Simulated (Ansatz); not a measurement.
The reference is FeCo in the CsCl type structure (space group Pm-3m, No. 221; ferromagnetic).

```
FeCo
1.0
    2.80034     0.00000     0.00000
    0.00000     2.80034     0.00000
    0.00000     0.00000     2.80034
Fe Co
1 1
Direct
  0.00000   0.00000   0.00000
  0.50000   0.50000   0.50000
```

Computed with PBEsol/PAW in Ansatz (a first-principles code), spin-orbit coupling left out.

One change was made to it. Results:

The lattice parameter a shrinks by 0.163 Å, from 2.800 Å to 2.637 Å; the magnetic state is still ferromagnetic.

Name the change that was made.
A. pressure −2 GPa
B. pressure 18 GPa
C. pressure 60 GPa
D. pressure 9 GPa
E. pressure −1 GPa

C, pressure 60 GPa. For comparison, the lattice parameter a in the other runs: pressure 9 GPa gives 2.765 Å; pressure 18 GPa gives 2.736 Å; pressure −2 GPa gives 2.809 Å; pressure −1 GPa gives 2.805 Å.

The magnetic state is the one reached from the starting moments; the real material's order can differ, and small cells can't hold many antiferromagnetic ones. Load acts through the strain it causes; cell and atoms are relaxed under it. Whether these cells are dynamically stable was not tested. Competing high-pressure phases were not computed.
